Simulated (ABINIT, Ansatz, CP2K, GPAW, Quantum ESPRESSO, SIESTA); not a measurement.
One structure in several programs: Tl (P6_3/mmc, 2 atoms in the cell)

Self-consistent single point, at a second geometry (lattice scaled by 0.98). First geometry:

```
Tl
1.0
    3.56099     0.00000     0.00000
   -1.78050     3.08391     0.00000
    0.00000     0.00000     5.74933
Tl
2
Direct
  0.33333   0.66667   0.25000
  0.66667   0.33333   0.75000
```

Shared settings, as Ansatz (an electronic-structure program) writes them: kpoints.mp_grid.grid = 7 7 4; scf.occupations.method = gaussian; scf.occupations.width = 0.272 eV. Potentials and cutoffs stand in the table.

```tsv
code	model	ΔF from the first geometry (meV/atom)	pressure (GPa)	cutoff
SIESTA	GGA PBE, numerical atomic orbitals TZP, PseudoDojo PBE standard norm-conserving potentials (rewritten from UPF to PSML)	10.3	1.72	grid 400 Ry
ABINIT	PBE, norm-conserving pseudopotentials (PseudoDojo nc-sr-05 PBE standard)	8.5	1.67	816 eV
Quantum ESPRESSO	PBE, PSlibrary PAW (PBE) pseudopotentials	9.9	1.37	50 Ry
CP2K	PBE, GPW, DZVP-MOLOPT-SR-GTH basis, GTH-PBE potentials (GTH_POTENTIALS)	16.6	2.46	grid 500 Ry
GPAW	PBE, GPAW PAW datasets PBE (gpaw-data 1.0.1)	6.6	1.41	550 eV
Ansatz	PBE, PAW files	10.0	1.81	default
```

For Quantum ESPRESSO (by 0.4 GPa) the energy change implies a higher mean pressure, against the two pressures, than for the other programs: a sign of finite-basis (Pulay) stress.

On Ansatz's run: spin-orbit coupling is off.

The spread over the programs that give each value: ΔF from the first geometry within 10.0 meV/atom; pressure within 1.09 GPa.

SIESTA and CP2K use small atom-centred bases, whose incompleteness enters pressures, forces and empty levels differently from a plane-wave cutoff. Ansatz's pressure is given at a fixed set of plane waves, as the other plane-wave codes print theirs.

The starting cell comes from a database of computed structures (which also holds hypothetical and non-ambient phases and stackings), without a prior relaxation at this level. Its lattice was rescaled by a random factor within 2.5 % of one. For this run, on top of that: lattice scaled by 0.98.

Left out of this page: Elk and FLEUR (not drawn, or without a comparable value).

Keys are those of Ansatz 0.2.
